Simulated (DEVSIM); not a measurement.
Device: abrupt Ge n-p junction, at 300 K.

Layer 1 from the left is Ge, thickness (μm) 4.20, Nd (cm⁻³) 2.3e16, τn (s) 0.00012, τp (s) 0.00012. Layer 2 from the left is Ge, thickness (μm) 3.40, Na (cm⁻³) 1.2e15, τn (s) 0.00012, τp (s) 0.00012.

Left contact: ohmic. Right contact: ohmic. Voltage is applied to the left contact. Recombination: SRH at mid-gap, radiative. Mobility is constant in doping.

Constants are typed, rounded textbook-type inputs, not results; the design itself was drawn at random and stands for no fabricated device. Values at 300 K.

Ge: gap (eV) 0.664, affinity (eV) 4, permittivity 16, Nc (cm⁻³) 1.04e19, Nv (cm⁻³) 6e18, μn (cm²/Vs) 3900, μp (cm²/Vs) 1900, B (cm³/s) 6.4e-14.

Q: Estimate by hand the built-in potential, the peak field at zero bias, the capacitance at 1.5 V, and compare with a numerical solution.

A: 
- Built-in potential: ni = √(Nc Nv) exp(−Eg/2kT) = 2.09e13 cm⁻³ with Eg = 0.664 eV; Vbi = kT/q ln(Na Nd/ni²) = 0.286 V; numerical 0.286 V.
- Peak field at zero bias: depletion approximation: W = √(2εVbi/(qN)) = 0.666 μm with N = 1.14e15 cm⁻³; field = 2Vbi/W = 8590 V/cm; numerical 9590 V/cm (estimate below by 10 %).
- Capacitance at 1.5 V: C = √(qεN / 2(Vbi + |V|)) = 8.51 nF/cm²; numerical 8.64 nF/cm² (estimate below by 1.5 %).

Simulated with DEVSIM: 1D drift-diffusion, Boltzmann statistics, complete ionisation; no tunnelling, impact ionisation, image-force lowering or self-heating.
